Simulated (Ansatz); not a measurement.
# SrBi3, response to strain

The parent structure is SrBi$_{3}$ in the Cu3Au type structure (space group Pm-3m, No. 221; a cell from a computed database, its experimental status unchecked; relaxed with 0.1 eV smearing).

```
SrBi3
1.0
    4.98602     0.00000     0.00000
    0.00000     4.98602     0.00000
    0.00000     0.00000     4.98602
Sr Bi
1 3
Direct
  0.00000   0.00000   0.00000
  0.50000   0.50000   0.00000
  0.00000   0.50000   0.50000
  0.50000   0.00000   0.50000
```

Cartesian axes are those of the cell as printed.

Strains are applied to the cell and any free atomic positions relax; under biaxial strain the out-of-plane vector relaxes too.

Method: PBEsol/PAW in Ansatz (a program for electronic structure), no spin-orbit coupling.

Notes on the quantities. energy relative to the base: free energy F; in-plane stress: mean in-plane stress (compression positive).

| case | out-of-plane strain | energy relative to the base | shortest interatomic distance | in-plane stress | space group |
|---|---|---|---|---|---|
| base | – | 0 meV/atom | 3.526 Å | – | Pm-3m (No. 221) |
| biaxial strain +2.30 %, plane normal [001], relaxed out of plane | -3.03 % | +4.5 meV/atom | 3.514 Å | -0.9 GPa | P4/mmm (No. 123) |
| biaxial strain +0.62 %, plane normal [110], relaxed out of plane | -0.57 % | +0.6 meV/atom | 3.506 Å | -0.5 GPa | Cmmm (No. 65) |
| biaxial strain +2.11 %, plane normal [110], relaxed out of plane | -1.78 % | +6.3 meV/atom | 3.463 Å | -1.5 GPa | Cmmm (No. 65) |
| tensor shear ε_xy = +0.74 % | – | +0.5 meV/atom | 3.500 Å | – | Cmmm (No. 65) |

Stability against distortions was not tested.
